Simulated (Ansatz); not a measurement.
Consider the energy of the reaction as written. Reaction: cell A → 2 Ge (diamond) + H2 (gas). The sign is products less reactants.

Cell A: a sheet of composition Ge2H2 laid out as a (111) plane of Ge (diamond, Fd-3m), 4 atoms, hexagonal cell of 4.07 Å (14.4 Å²), symmetry P-3m1, 3.8 Å thick under 16 Å of vacuum, in-plane vectors held at the crystal's; planes from bottom to top: H | Ge × 2 | H; added, foreign or displaced atoms, above the top plane and below the bottom plane: two times H bound to 1 Ge at 1.55 Å; a model cell; spin state with PBE: run without spin, k-point mesh 8×8×1.
```xyz
4
Lattice="4.0742 0.0000 0.0000 -2.0371 3.5284 0.0000 0.0000 0.0000 19.8635" Properties=species:S:1:pos:R:3 pbc="T T T"
H      0.0000     2.3522     8.0134
Ge     0.0000     2.3522     9.5650
Ge     2.0371     1.1761    10.2984
H      2.0371     1.1761    11.8500
```

Reference: Ge (diamond, Fd-3m), 2 atoms in the cell, a perfect crystal on lattice vectors that match the other cells', k-point mesh 8×8×9 on the run's own vectors.

Reference: an isolated H2 molecule (singlet) in a box of 11 × 11 × 13 Å.

Plane-wave PAW calculations with Ansatz (a quantum-chemistry and plane-wave program), its PAW set soft_1, cutoff 420 eV, 500 eV for r2SCAN. The structures are at rest with PBE, within the held lattices; other levels are single points on them. HSE06 runs on coarser k-point meshes, mended by the PBE difference between the two meshes. Neutral cells; Fermi-Dirac smearing of at most 0.05 eV in the solids, energies taken to zero width. The lattices are those relaxed with PBE or held as stated, so at other levels the solids can be strained, which adds to the spread. A dispersion term (D3(BJ), or D4 for r2SCAN) was computed beside these levels and is taken off wherever the name lacks it. Static lattices, no vibrational contributions. No correction for cell size. Cell A has symmetry P-3m1 and got no random move, so less symmetric positions, which may lie lower, weren't tried.

**Question.** Estimate the value that HSE06 returns for this input.

**Answer.** -0.35 eV, for cell A → 2 Ge (diamond) + H2 (gas).

**Question.** What do the other levels give, and how wide is the spread?

**Answer.** 
```
Functional  value (eV)  less HSE06
----------  ----------  ----------
PBE              -0.40       -0.05
r2SCAN           -0.41       -0.06
```

The levels span 0.06 eV, from r2SCAN (-0.41) to HSE06 (-0.35).
